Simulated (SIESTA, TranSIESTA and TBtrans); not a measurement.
Run with TranSIESTA and TBtrans (open boundaries, self-consistent; PseudoDojo norm-conserving potentials, scalar-relativistic): Spin polarized, PAO.BasisSize DZP, PAO.EnergyShift 0.15 eV, XC.Authors PBE, Mesh.Cutoff 200 Ry, ElectronicTemperature 300 K, TS.Voltage 0.0 eV, TBT.Elecs.Eta 0.001 eV.

Device: Rh chain bridged by a linear C4 unit along the axis. Leads: straight Rh chain, spacing 2.3 Å. Geometry: as built, not relaxed.

Q: Predict: conductance at 300 K (G0 = 2e²/h); mean T from −0.5 to 0.5 eV.

A: conductance at 300 K (G0 = 2e²/h): 1.98; mean T from −0.5 to 0.5 eV: 1.97. The magnetic order of the leads was set by the start, and no other order was tried; the separate lead runs end at 0.62 (left) and 0.62 (right) μB an atom. The straight chain is held at its spacing; free chains may zigzag or dimerise.
